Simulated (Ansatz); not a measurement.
The reference is MoTe₂ (space group P6_3/mmc, No. 194; a = 3.497 Å, c = 13.696 Å; layered, stacked along the Cartesian z axis). Axes: x lies along a and z along c of the hexagonal cell.

Level of theory: PBE-D3(BJ)/PAW in Ansatz (a quantum-chemistry and plane-wave program), no spin-orbit coupling.

Modification: an isotropic linear strain of −2.40 %, atoms relaxed at fixed cell.

### Question
Predict the stress tensor and what it implies for the stiffness.

### Answer
Stress of the strained cell less that of the base (GPa, compression positive):
```
   5.13    0.00    0.00
   0.00    5.13    0.00
   0.00    0.00    3.44
```

Then B = −ΔP/(ΔV/V₀) with ΔV/V₀ = -0.0703 gives secant stiffness values (nonlinear terms included at this strain): B (at held cell shape, above the free-shape value) ≈ 65 GPa.

As a check, the harmonic strain energy −½ V₀ Δσ:ε is 25 meV/atom; the computed energy rise is 22 meV/atom.

Stability against distortions was not tested. The program warned that a D3 coordination switch lies within reach, so dispersion energies are less smooth here.
